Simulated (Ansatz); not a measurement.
Start from HfO2 (space group P4_2/nmc, No. 137).

```yaml
crystal:
  lattice:
    - [3.56753, 0.00000, 0.00000]
    - [0.00000, 3.56753, 0.00000]
    - [0.00000, 0.00000, 5.16669]
  atoms:
    - { symbol: Hf, position: [0.00000, 0.00000, 0.00000] }
    - { symbol: Hf, position: [0.50000, 0.50000, 0.50000] }
    - { symbol: O, position: [0.00000, 0.50000, 0.20010] }
    - { symbol: O, position: [0.00000, 0.50000, 0.70010] }
    - { symbol: O, position: [0.50000, 0.00000, 0.29990] }
    - { symbol: O, position: [0.50000, 0.00000, 0.79990] }
```

Cartesian axes are those of the cell as printed.

The values are results of PBEsol (Ansatz, an electronic-structure program; PAW; 420 eV plane waves; no SOC), earlier PAW set, not measurements.

Modification: uniaxial strain ε_zz = −1.69 %, all other strain components held at zero, atoms relaxed at fixed cell.

Q: Predict the stress tensor and what it implies for the stiffness.

A: Stress of the strained cell less that of the base (GPa, compression positive):
```
   1.34    0.00    0.00
   0.00    1.34    0.00
   0.00    0.00    5.97
```

Then −Δσ_ii/ε with ε = -0.0169 gives secant stiffness values (nonlinear terms included at this strain): C33 ≈ 353 GPa, C13 ≈ 79 GPa and C23 ≈ 79 GPa.

Stability against distortions was not tested. This is not the structure that HfO2 has at room temperature and ambient pressure.
